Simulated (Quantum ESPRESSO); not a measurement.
A self-consistent single point of Zr4O (R-3, 15 atoms in the cell) with Quantum ESPRESSO.

Computed with PBEsol, GBRV 1.5 ultrasoft (PBESOL) pseudopotentials (plane waves; Quantum ESPRESSO).

```xyz
15
Lattice="2.8254 1.6313 10.3753 -2.8254 1.6313 10.3753 0.0000 -3.2625 10.3753" Properties=species:S:1:pos:R:3 pbc="T T T"
Zr    -0.9622     1.6340    19.4759
Zr     0.9622    -1.6340    11.6499
Zr    -0.9340    -1.6503    19.4759
Zr     0.9340     1.6503    11.6499
Zr     1.8962     0.0163    19.4759
Zr    -1.8962    -0.0163    11.6499
Zr    -0.9716    -1.5946    14.2757
Zr     0.9716     1.5946    16.8501
Zr     1.8668    -0.0441    14.2757
Zr    -1.8668     0.0441    16.8501
Zr    -0.8952     1.6388    14.2757
Zr     0.8952    -1.6388    16.8501
O      0.0000     0.0000    15.5629
O      0.0000     0.0000     7.7834
O      0.0000     0.0000    23.3424
```

Reference input (self-consistent single point, DFT, PBEsol, plane waves, GBRV 1.5 ultrasoft (PBESOL) pseudopotentials): ecutwfc = 40 Ry; ecutrho = 320 Ry; occupations = smearing; smearing = mp; degauss = 0.0036749 Ry; potentials = {Zr: zr_pbesol_v1.uspp.F.UPF, O: o_pbesol_v1.2.uspp.F.UPF}; K_POINTS = automatic 4 4 4 0 0 0; conv_thr = 1e-09 Ry; mixing_beta = 0.4. This run's input differs from it in these lines:

```diff
@@ -12,4 +12,4 @@
     ntyp = 2
-    ecutwfc = 40
-    ecutrho = 320
+    ecutwfc = 20
+    ecutrho = 160
     occupations = 'smearing'
```

The program printed (abridged):

```
     Self-consistent Calculation

     iteration #  1     ecut=    20.00 Ry     beta= 0.40

     Threshold (ethr) on eigenvalues was too large:
     Diagonalizing with lowered threshold

     negative rho (up, down):  7.433E-01 0.000E+00

     total energy              =   -1286.29344326 Ry
     estimated scf accuracy    <       0.62873182 Ry

     iteration #  2     ecut=    20.00 Ry     beta= 0.40

     negative rho (up, down):  7.503E-01 0.000E+00

     total energy              =   -1286.35073707 Ry
     estimated scf accuracy    <       0.21133159 Ry

     iteration #  3     ecut=    20.00 Ry     beta= 0.40

     negative rho (up, down):  7.523E-01 0.000E+00

     total energy              =   -1286.27259916 Ry
     estimated scf accuracy    <       2.06002235 Ry

   [... 9 blocks of this kind left out ...]

     iteration # 13     ecut=    20.00 Ry     beta= 0.40

     negative rho (up, down):  7.673E-01 0.000E+00

     total energy              =   -1286.39522675 Ry
     estimated scf accuracy    <          1.8E-09 Ry

     iteration # 14     ecut=    20.00 Ry     beta= 0.40

     negative rho (up, down):  7.673E-01 0.000E+00
     End of self-consistent calculation

     the Fermi energy is    14.5335 ev

!    total energy              =   -1286.39522675 Ry
     estimated scf accuracy    <          6.2E-11 Ry
     smearing contrib. (-TS)   =      -0.00011920 Ry
     internal energy E=F+TS    =   -1286.39510755 Ry

     convergence has been achieved in  14 iterations

     negative rho (up, down):  7.673E-01 0.000E+00

     Forces acting on atoms (cartesian axes, Ry/au):

     atom    1 type  1   force =     0.00018434    0.00083169   -0.00024391
     atom    2 type  1   force =    -0.00018434   -0.00083169    0.00024391
     atom    3 type  1   force =    -0.00081243   -0.00025620   -0.00024391
     atom    4 type  1   force =     0.00081243    0.00025620    0.00024391
     atom    5 type  1   force =     0.00062809   -0.00057549   -0.00024391
   [... lines left out ...]
     Total force =     0.005692     Total SCF correction =     0.000029
   [... lines left out ...]

     negative rho (up, down):  7.673E-01 0.000E+00
          total   stress  (Ry/bohr**3)                   (kbar)     P=     -262.19
  -0.00179183  -0.00000000  -0.00000000         -263.59       -0.00       -0.00
   0.00000000  -0.00179183  -0.00000000            0.00     -263.59       -0.00
   0.00000000  -0.00000000  -0.00176331            0.00       -0.00     -259.39

   JOB DONE.
```

The run converged in 14 iterations. Against the reference run the free energy goes up by 652 meV/atom, the pressure goes from -4.32 to -26.22 GPa and the largest force goes from 0.105 to 0.055 eV/Å.

The starting cell comes from a database of computed structures (which also holds hypothetical and non-ambient phases and stackings), without a prior relaxation at this level. At the lowered cutoff the pressure carries the error of an incomplete plane-wave basis.

Cost on one core of a shared machine: roughly 4 min.
